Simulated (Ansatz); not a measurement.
Worked example: self-consistent single point of Ca₂GaCu₂ (Immm, 5 atoms in the cell) in Ansatz (a quantum-chemistry and plane-wave program).

Computed with PBEsol, default PAW files made with PBE (plane waves; Ansatz).

```yaml
crystal:
  lattice:
    - [-2.18686, 2.72865, 4.58024]
    - [2.18686, -2.72865, 4.58024]
    - [2.18686, 2.72865, -4.58024]
  atoms:
    - { symbol: Ca, position: [0.30549, 0.80549, 0.50000] }
    - { symbol: Ca, position: [0.69451, 0.19451, 0.50000] }
    - { symbol: Ga, position: [0.00000, 0.00000, 0.00000] }
    - { symbol: Cu, position: [0.74647, 0.50000, 0.24647] }
    - { symbol: Cu, position: [0.25353, 0.50000, 0.75353] }
```

Reference input (self-consistent single point, DFT, PBEsol, plane waves, default PAW files made with PBE): basis.ecutwfc = 420 eV; kpoints.mp_grid.grid = 5 5 5; hamiltonian.xc = pbesol; hamiltonian.pseudopotentials = {kind: paw} (the program's default PAW files); scf.occupations.method = fermi_dirac; scf.occupations.width = 0.1 eV. This run's input differs from it in these lines:

Ansatz 0.2 input:
```diff
@@ -14,3 +14,3 @@
 kpoints:
-  mp_grid: { grid: [5, 5, 5] }
+  mp_grid: { grid: [8, 8, 8] }
 hamiltonian:
```

Output (repeated stretches shortened):

```
SCF iter   1: F=—  HF=-20509.532524 eV  |F-HF|=—  |Δ(HF+E_count)|=         —  Δρ=7.93e-3  dr2=3.82e-2  ethr=1.77e-3  ⟨swp⟩=9.3  Hψ=18633  notcnv=0
all-band conjugate gradients solve this SCF's bands
preconditioner: auto → Kerker (q_TF=auto, 2.539 Å⁻¹)
SCF iter   2: F=—  HF=-20509.523663 eV  |F-HF|=—  |Δ(HF+E_count)|=   8.86e-3  Δρ=1.47e-3  dr2=2.42e-3  ethr=5.37e-5  ⟨swp⟩=2.1  Hψ=6921  notcnv=0
   [... lines left out ...]
SCF iter   5: F=—  HF=-20509.522744 eV  |F-HF|=—  |Δ(HF+E_count)|=   6.57e-6  Δρ=8.90e-5  dr2=1.38e-5  ethr=9.31e-8  ⟨swp⟩=2.0  Hψ=5799  notcnv=0
SCF iter   6: F=—  HF=-20509.522743 eV  |F-HF|=—  |Δ(HF+E_count)|=   1.25e-6  Δρ=4.80e-5  dr2=1.37e-6  ethr=1.94e-8  ⟨swp⟩=2.0  Hψ=5967  notcnv=0
SCF iter   7: F=—  HF=-20509.522741 eV  |F-HF|=—  |Δ(HF+E_count)|=   1.56e-6  Δρ=1.41e-5  dr2=2.68e-7  ethr=1.93e-9  ⟨swp⟩=2.0  Hψ=5917  notcnv=0
SCF iter   8: F=-20509.522741 eV  HF=-20509.522741 eV  |F-HF|=6.31e-8  |Δ(HF+E_count)|=   5.51e-8  Δρ=7.54e-6  dr2=8.50e-8  ethr=1.41e-10  ⟨swp⟩=5.3  Hψ=16108  notcnv=0
SCF 1 converged in 8 iterations: F = -20509.522741 eV  dr2 = 8.50e-8
Free energy (F): -20509.522741 eV
Internal energy: -20509.436839 eV  (E = F + TS)
E sigma→0 (E₀):  -20509.479790 eV
Entropy (-TS):   -0.085902 eV (-17.180 meV/atom)
Fermi energy:    9.006219 eV
--- Forces (eV/Å), atoms counted from 1 ---
  atom   1  Ca     0.00000000     0.00000000     0.07028387
  atom   2  Ca     0.00000000     0.00000000    -0.07028387
  atom   3  Ga     0.00000000     0.00000000     0.00000000
  atom   4  Cu     0.00000000     0.06975015     0.00000000
  atom   5  Cu     0.00000000    -0.06975015     0.00000000
--- Stress (GPa, compression-positive) ---
       -5.041143       0.000000       0.000000
        0.000000      -4.488795       0.000000
        0.000000       0.000000      -3.645581
  P = ⅓ Tr σ = -4.3918 GPa (-43.918 kbar)
  The stress holds the Pulay correction. Without it, at fixed plane waves, as pw.x and ABINIT print it: P = -4.4160 GPa
```

The run converged in 8 iterations. Against the reference run the free energy rises by 5.6 meV/atom, the pressure goes from -4.50 to -4.39 GPa and the largest force goes from 0.045 to 0.070 eV/Å.

The starting cell comes from a database of computed structures (which also holds hypothetical and non-ambient phases and stackings), without a prior relaxation at this level. Its lattice was rescaled by a random factor within 2.5 % of one. Spin polarisation is off. With a pressure of about -4 GPa the cell is away from its equilibrium volume at this level. Ansatz's pressure includes its estimate of the finite-basis (Pulay) stress.
